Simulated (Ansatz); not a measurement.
Take Ta in the bcc (W type) structure (space group Im-3m, No. 229; relaxed with 0.1 eV smearing) as the base.

```
CELL_PARAMETERS angstrom
     -1.62703     1.62703     1.62703
      1.62703    -1.62703     1.62703
      1.62703     1.62703    -1.62703
ATOMIC_POSITIONS crystal
  Ta 0.00000 0.00000 0.00000
```

Cartesian axes are those of the cell as printed.

Computed with LDA (Ansatz, a quantum-chemistry and plane-wave program; PAW; 420 eV plane waves; no SOC).

Before the change:

- Volume per atom = 17.23 Å³

Now apply this change: biaxial strain −2.50 %, plane normal [001], relaxed out of plane (Cartesian); in-plane vectors clamped, the third vector and the atoms free.

**Question.** How does this affect the energy relative to the base?

**Answer.** The energy increases by 20 meV/atom.

**Question.** Predict the new in-plane stress.

**Answer.** The mean in-plane stress (compression positive) comes out as +7.5 GPa.

**Question.** Estimate the effect on the volume per atom.

**Answer.** The volume per atom drops by 0.35 Å³ to 16.88 Å³.

No phonon test of stability was made. The final runs are not spin-polarised.
